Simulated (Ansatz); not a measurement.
**WGe (model structure, started from the CoSn type, P6/mmm, No. 191, 6 atoms in the cell): properties by level of theory**

```csv
level (code),lattice parameter a (Å),lattice parameter c (Å),enthalpy of formation (eV/atom)
PBE (Ansatz),5.425,4.355,0.274
PBEsol (Ansatz),…,4.303,0.242
PBE-D3(BJ) (Ansatz),5.388,4.306,0.285
```

Problem. What belongs in the gaps?

Solution. 
- PBEsol (Ansatz, an electronic-structure program), lattice parameter a (Å): 5.372

Ansatz's density-functional and Hartree–Fock values are scalar-relativistic unless marked +SOC, with PAW data made under PBE.

Static lattice: no zero-point or thermal effects.

A model structure was made by putting elements into a prototype or built by hand; it is no filed structure, need not be a known phase, and can be a saddle point held by its symmetry.
